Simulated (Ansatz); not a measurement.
**AlN: band gap against strain**

AlN (wurtzite, P6_3mc, 10.211 Å³/atom at rest, c along z) under an equal strain ε along all three axes. LDA in Ansatz, a plane-wave DFT program (PAW, default set), 420 eV, 12×12×7 Γ-centred mesh, Fermi-Dirac smearing 0.05 eV; ions are relaxed within the symmetry of each cell. Gaps are the smallest over the k-mesh and a band path, without spin-orbit coupling; in all rows the valence edge lies at Γ and the conduction edge at Γ.

Here s stands for strain and Eg for gap.

| strain (%) | gap (eV) |
|---|---|
| 0.00 | 4.416 |
| 0.60 | 4.258 |
| 1.20 | 4.104 |
| 1.80 | 3.951 |
| 3.00 | ? |

Taking a straight line for Eg over the 4 complete rows: Means: s 0.90000, Eg 4.1822. About the means, the sum of products is -0.46470 and the sum of squares of s is 1.8000; the slope is their ratio. Least squares gives Eg = 4.4146 - 0.25817·s. Residuals (row less fit): 0.0014, -0.0017, -0.0008, 0.0011; standard error 0.0018 (degrees of freedom: 2). Over these rows the gap moves by -26 ± 0.1 eV per unit strain, or -8.6 eV per unit of ln V.

Question: Estimate the missing Eg (s = 3.00); what did the run itself give?

Answer: Eg = 4.4146 - 0.25817 × 3.0 = 3.6401 eV. The calculation gives 3.653 eV, 0.0129 eV above the prediction (1.7 % of the range of Eg in the table). The row lies outside the fitted rows, so this is an extrapolation. From the scatter of the fitted rows alone, a prediction at this place has a standard error of 0.0035 eV, so the miss is 3.7 times that.

One order more, fitted to all 6 runs of the series, follows each within 0.001, so the miss is the next term of a smooth law. Rows are the converged runs of the series near zero and its far end; series whose fitted rows scatter by over a few per cent of the range, as at a crossing or softening among them, aren't shown in this form. Most that stay on the fit to the last digits aren't either.
